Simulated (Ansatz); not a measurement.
An Ansatz (a program for electronic structure) input (r2SCAN (Ansatz), no spin-orbit coupling):

Ansatz 0.2 input:
```yaml
crystal:
  lattice:
    - [0, 3.1848285297, 3.1529802444]
    - [3.1848285297, 0, 3.1529802444]
    - [3.1848285297, 3.1848285297, 0]
  atoms:
    - { symbol: Sn, position: [0, 0, 0] }
    - { symbol: Te, position: [0.5, 0.5, 0.5] }
basis: { ecutwfc: 500, ecutrho_ratio: 4, xc_grid: 4, fft_grid_basis: typed }
kpoints: { mp_grid: { grid: [13, 13, 13] } }
hamiltonian:
  xc: r2scan
  dispersion: none
  pseudopotentials: { kind: paw }
scf: { occupations: { method: fermi_dirac, width: 0.05 }, convergence: { dr2_threshold: 0.0000000002 } }
relax: { f_tol: 0.005, max_steps: 50 }
output: { forces: true, stress: true }
checkpoint: { write: state.ck, write_every: 1000 }
```

**Question.** Which symmetry and how many k-points will the program report, and about how many plane waves at Γ?

**Answer.** Space group I4/mmm (ITA 139) with 16 operations, k-points 196 of 2197, and 1639 plane waves at Γ.

**Question.** And the final pressure?

**Answer.** 0.47 GPa (compression positive).

The cells carry an imposed strain or load. Stability against distortions was not tested. The cell was made from SnTe in the rock salt structure (space group Fm-3m, No. 225) by this change: uniaxial strain ε_zz = −1.00 %.
